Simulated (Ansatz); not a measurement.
Response to strain in hypothetical I4_132 As

Take As (space group I4_132, No. 214; a hypothetical phase, not in the database extracts checked; relaxed with 0.1 eV smearing) as the base.

```yaml
crystal:
  lattice:
    - [-3.49616, 3.49616, 3.49616]
    - [3.49616, -3.49616, 3.49616]
    - [3.49616, 3.49616, -3.49616]
  atoms:
    - { symbol: As, position: [0.00000, 0.25000, 0.50000] }
    - { symbol: As, position: [0.25000, 0.50000, 0.00000] }
    - { symbol: As, position: [0.50000, 0.00000, 0.25000] }
    - { symbol: As, position: [0.25000, 0.25000, 0.25000] }
```

Cartesian axes are those of the cell as printed.

Strains are applied to the cell and any free atomic positions relax; under biaxial strain the out-of-plane vector relaxes too.

Levels (all Ansatz, a program for electronic structure, PAW): PBE (420 eV, spin-orbit coupling left out); PBEsol (420 eV, no spin-orbit coupling).

The base cell above is that of PBE; each level relaxes its own structures.

Notes on the quantities. energy relative to the base: free energy F.

```json
[
 {"case": "biaxial strain +4.59 %, plane normal [110], relaxed out of plane", "energy relative to the base, PBE": "+3.4 meV/atom", "energy relative to the base, PBEsol": "+1.7 meV/atom"},
 {"case": "isotropic strain −1.98 %", "energy relative to the base, PBE": "+15 meV/atom", "energy relative to the base, PBEsol": "+15 meV/atom"},
 {"case": "isotropic strain −1.81 %", "energy relative to the base, PBE": "+12 meV/atom", "energy relative to the base, PBEsol": "+13 meV/atom"},
 {"case": "isotropic strain +5.88 %", "energy relative to the base, PBE": "+102 meV/atom", "energy relative to the base, PBEsol": "+108 meV/atom"}
]
```

The two levels differ by at most about 5.6 meV/atom. They put the cases in the same order.

Stability against distortions was not tested.
